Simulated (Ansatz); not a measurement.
Take PbSe in the rock salt structure (space group Fm-3m, No. 225; a = 6.178 Å) as the base. Axes: x, y, z lie along the cube axes.

Calculations: r2SCAN, PAW, 500 eV (Ansatz, a first-principles code; without spin-orbit coupling).

Perturbation: uniaxial strain ε_zz = −1.00 %, all other strain components held at zero, atoms relaxed at fixed cell.

Problem. Predict the stress tensor and what it implies for the stiffness.

Solution. Stress of the strained cell less that of the base (GPa, compression positive):
```
   0.13    0.00    0.00
   0.00    0.13    0.00
   0.00    0.00    1.36
```

Then −Δσ_ii/ε with ε = -0.0100 gives relaxed-ion elastic constants: C33 ≈ 136 GPa.

Stability against distortions was not tested.
